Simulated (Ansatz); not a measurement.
BAs (R3m), r2SCAN with spin-orbit coupling, rigid bands (Ansatz, a first-principles code): Condition of this run: uniaxial stress along [111] of -9.6 GPa (compression positive) (the target of the relaxation). band gap 1.19 eV, N_c = 4.28e19 cm⁻³ and N_v = 4.87e18 cm⁻³ at 300 K, conductivity masses of 0.315 mₑ (electrons) and 0.307 mₑ (holes). Take k_BT = 0.02585 eV.

Task: Find the intrinsic carrier density and the intrinsic Fermi level.

Result: n_i = √(N_c N_v) exp(−E_g/2k_BT) = 1.44e19 × exp(−23.02) = 1.5e9 cm⁻³. The level lies (k_BT/2) ln(N_v/N_c) = -28 meV from mid-gap (positive towards the conduction band). Each 0.1 eV added to the gap lowers n_i by a factor of 6.9.

Task: A film of it is 2 nm thick. Estimate the confinement energies in an infinite well.

Result: ħ²π²/(2m t²) = 0.376 eV·nm²/(m/mₑ × t²) gives 298 meV for electrons and 306 meV for holes, so the gap would widen to about 1.79 eV. Finite barriers and nonparabolic bands lower this, and with several valleys or bands the heaviest mass along the normal sets the lowest level, not this average.

Task: What built-in voltage has an abrupt junction with N_A = 1e16 and N_D = 1e18 cm⁻³, all dopants ionised?

Result: V_bi = E_g/e − (k_BT/e) ln(N_c N_v/(N_A N_D)) = 1.19 − 0.02585 × 9.94 = 0.93 V. It follows the computed gap one for one.

Rigid, parabolic bands with the computed gap; masses take one relaxation time for all states. Geometry: cell and atoms relaxed with PBEsol.
